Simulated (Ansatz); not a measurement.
ZnS (F-43m), PBEsol with spin-orbit coupling, rigid bands in Ansatz (a quantum-chemistry and plane-wave program): N_v = 5.06e19 cm⁻³ at 300 K and a hole conductivity mass of 0.843 mₑ.

### Question
For 1e16 holes per cm³ at 300 K, place the Fermi level, estimate the Seebeck coefficient of a parabolic band with constant τ, and give mobility and conductivity for τ = 10 fs.

### Answer
The level lies k_BT ln(N_v/p) = 0.220 eV above the valence-band maximum. S ≈ +(k_B/e)[ln(N_v/p) + 5/2] = 950 μV/K, against 975 μV/K from the full bands (mean over directions). μ = eτ/m = 20.9 cm²/(V·s) and σ = peμ = 0.0334 S/cm. τ is assumed, not computed.

Band transport and this doping are assumed; polarons and phonon drag are left out.
